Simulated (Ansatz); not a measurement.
The structure below was relaxed with DFT with r2SCAN, PAW potentials and a 500 eV plane-wave cutoff in Ansatz (a quantum-chemistry and plane-wave program), no SOC, earlier PAW set.

Space group Fd-3m, origin choice 1 (No. 227); a = b = c = 6.520 Å, α = β = γ = 90.00°

```
atom  site  symmetry       x       y       z
----  ----  --------  ------  ------  ------
Cd      8a      -43m  0.0000  0.0000  0.0000
```

Q: Write out a cell with all atoms.

A: 
```xyz
8
Lattice="6.5197 0.0000 0.0000 0.0000 6.5197 0.0000 0.0000 0.0000 6.5197" Properties=species:S:1:pos:R:3 pbc="T T T"
Cd     3.2598     0.0000     3.2598
Cd     1.6299     1.6299     1.6299
Cd     3.2598     3.2598     0.0000
Cd     1.6299     4.8898     4.8898
Cd     0.0000     0.0000     0.0000
Cd     4.8898     1.6299     4.8898
Cd     0.0000     3.2598     3.2598
Cd     4.8898     4.8898     1.6299
```
This is the conventional cell.

Stability against distortions was not tested. The cell was made from Ge by this change: Ge → Cd; the result is a hypothetical phase, not in the database extracts checked.
